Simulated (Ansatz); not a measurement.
Converging the k-point mesh: InSe (R3m, 4 atoms in the cell)

```xyz
4
Lattice="2.0132 1.1623 8.5655 -2.0132 1.1623 8.5655 0.0000 -2.3247 8.5655" Properties=species:S:1:pos:R:3 pbc="T T T"
In     0.0000     0.0000     2.8856
In     0.0000     0.0000     0.0470
Se     0.0000     0.0000    15.9244
Se     0.0000     0.0000    21.2203
```

Computed with PBEsol, default PAW files made with PBE (plane waves; Ansatz, a first-principles code).

Base settings: basis.ecutwfc = 420 eV; kpoints.mp_grid.grid = 7 7 7; hamiltonian.xc = pbesol; hamiltonian.pseudopotentials = {kind: paw} (the program's default PAW files); scf.occupations.method = fixed.

The second cell is the first with its lattice scaled by 0.98.

Only quantities that move along the ladder and can be compared are tabulated.

The count of work is k-points × plane waves × bands × iterations; it is no time. Core times come from one kind of shared machine, to one figure; runs under 30 s give none.

The starting cell comes from a database of computed structures (which also holds hypothetical and non-ambient phases and stackings), without a prior relaxation at this level. Its lattice was rescaled by up to half a per cent. One atom was moved a little off its site on purpose. Ansatz's pressure includes its estimate of the finite-basis (Pulay) stress.

Steps (kpoints.mp_grid.grid): 2 2 2; 3 3 3; 4 4 4; 5 5 5; 6 6 6; 7 7 7; 8 8 8; 9 9 9; 10 10 10; 11 11 11; 12 12 12; 14 14 14; 15 15 15; 17 17 17; 19 19 19; 21 21 21.

Problem. What is the coarsest kpoints.mp_grid.grid that holds the free energy within 2 meV/atom of the last step, with all finer ones?

Solution. 6 6 6, at 0.036 of the last step's count of work; the step before is off by 4.6 meV/atom.

Problem. What is the coarsest kpoints.mp_grid.grid that holds the energy of the compressed cell less the first within 2 meV/atom of the last step, with all finer ones?

Solution. 5 5 5, at 0.021 of the last step's count of work; the step before is off by 2.7 meV/atom.

| kpoints.mp_grid.grid | free energy less the last step's (meV/atom) | energy of the compressed cell less the first (meV/atom) | pressure (GPa) | largest difference of a force vector from the last step's (eV/Å) | gap on the mesh (eV) | count of work / last | core time / last (rough) |
|---|---|---|---|---|---|---|---|
| 2 2 2 | 335.19 | 47.13 | 2.54 | 0.161 | 0.261 | 0.0051 | – |
| 3 3 3 | 75.99 | 29.17 | 0.97 | 0.043 | 1.302 | 0.0067 | – |
| 4 4 4 | 19.35 | 21.92 | 0.35 | 0.015 | 0.288 | 0.015 | – |
| 5 5 5 | 4.63 | 20.08 | 0.20 | 0.012 | 0.828 | 0.021 | – |
| 6 6 6 | 1.52 | 19.48 | 0.15 | 0.003 | 0.292 | 0.036 | – |
| 7 7 7 | 0.43 | 19.34 | 0.14 | 0.003 | 0.613 | 0.049 | – |
| 8 8 8 | 0.16 | 19.25 | 0.13 | 0.001 | 0.292 | 0.073 | – |
| 9 9 9 | 0.04 | 19.24 | 0.13 | 0.001 | 0.495 | 0.095 | – |
| 10 10 10 | 0.02 | 19.23 | 0.13 | 0.000 | 0.292 | 0.13 | 0.1 |
| 11 11 11 | 0.00 | 19.22 | 0.13 | 0.000 | 0.433 | 0.16 | 0.2 |
| 12 12 12 | 0.00 | 19.22 | 0.13 | 0.000 | 0.292 | 0.21 | 0.2 |
| 14 14 14 | 0.00 | 19.22 | 0.13 | 0.000 | 0.292 | 0.32 | 0.3 |
| 15 15 15 | 0.00 | 19.22 | 0.13 | 0.000 | 0.371 | 0.39 | 0.4 |
| 17 17 17 | 0.00 | 19.22 | 0.13 | 0.000 | 0.355 | 0.55 | 0.6 |
| 19 19 19 | 0.00 | 19.22 | 0.13 | 0.000 | 0.343 | 0.75 | 0.8 |
| 21 21 21 | 0.00 | 19.22 | 0.13 | 0.000 | 0.334 | 1.0 | 1 |

The energy difference between the two cells stays within 1 meV/atom of the last step's from 5 5 5 on, the total only from 7 7 7 on: much of the error is common to both cells and cancels.

The gap on the mesh jumps up and down from mesh to mesh; it is no smooth measure of convergence.

Keys are those of Ansatz 0.2.
